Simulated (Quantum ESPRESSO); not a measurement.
**Quick settings and what they miss: FeGe (P2_13, 8 atoms in the cell)**

Self-consistent single point.

```xyz
8
Lattice="4.6474 0.0000 0.0000 0.0000 4.6474 0.0000 0.0000 0.0000 4.6474" Properties=species:S:1:pos:R:3 pbc="T T T"
Fe     0.6263     0.6263     0.6263
Fe     1.6974     4.0211     2.9500
Fe     2.9500     1.6974     4.0211
Fe     4.0211     2.9500     1.6974
Ge     3.9269     3.9269     3.9269
Ge     3.0442     0.7205     1.6032
Ge     1.6032     3.0442     0.7205
Ge     0.7205     1.6032     3.0442
```
Moments meant for the start (each program seeds them in its own way; μB, in the order of the atoms Fe Fe Fe Fe Ge Ge Ge Ge): 4.0 4.0 4.0 4.0 0.0 0.0 0.0 0.0.

Level of theory: PBEsol, PseudoDojo standard norm-conserving (PBESOL) pseudopotentials (plane waves; Quantum ESPRESSO 7.5).

Base settings: ecutwfc = 90 Ry; occupations = smearing; smearing = cold; degauss = 0.0073499 Ry; nspin = 2; potentials = {Fe: Fe.upf, Ge: Ge.upf}; K_POINTS = automatic 3 3 3 0 0 0; conv_thr = 1e-11 Ry; mixing_beta = 0.4.

Tight run (finer mesh or higher cutoff; not a proven limit): ecutwfc: 90 Ry → 126 Ry; conv_thr: 1e-11 Ry → 7.3e-11 Ry; K_POINTS: automatic 3 3 3 0 0 0 → automatic 5 5 5 0 0 0. It gave Fermi level (on the code's own zero) 18.07 eV; pressure -5.59 GPa; largest force (vector length) 0.361 eV/Å; size of the cell's spin moment 4.27 μB; site moments (μB, in the program's spheres or projections) Fe 1.18, Fe 1.18, Fe 1.18, Fe 1.18, Ge -0.05, Ge -0.05, Ge -0.05, Ge -0.05.

Quick runs, as changes from the base:
- A: the base itself
- B: smearing: cold → gauss; degauss: 0.0073499 Ry → 0.0099958 Ry; conv_thr: 1e-11 Ry → 7.3e-05 Ry; K_POINTS: automatic 3 3 3 0 0 0 → automatic 4 4 4 0 0 0

Energies are extrapolated to zero smearing width, which holds to low order in the width alone (under cold and Methfessel-Paxton smearing the free energy itself is taken).

The count of work is k-points × plane waves × bands × iterations; it is no time. Core times come from one kind of shared machine and are given to one figure; runs under 30 s give none.

The starting cell comes from a database of computed structures (which also holds hypothetical and non-ambient phases and stackings), without a prior relaxation at this level. Its lattice was rescaled by a random factor within 2.5 % of one. The magnetic order is the one reached from the typed start; others were not searched systematically. In the base run, with a pressure of about -6 GPa the cell is away from its equilibrium volume at this level. Without a gap this mesh is coarse (it stands for a supercell whose shortest vector is 14 Å).

| run | energy less tight (meV/atom) | largest miss in a force vector (eV/Å) | count of work / tight | core time / tight (rough) |
|---|---|---|---|---|
| A | -8.3 | 0.006 | 0.23 | 0.2 |
| B | -0.9 | 0.012 | 0.30 | 0.3 |

Among the runs at the tight run's level, the energy misses run from 0.9 to 8.3 meV/atom.

Left out of this page: 4 runs of the series outside the window shown, repeating another row's setting, or not comparable.
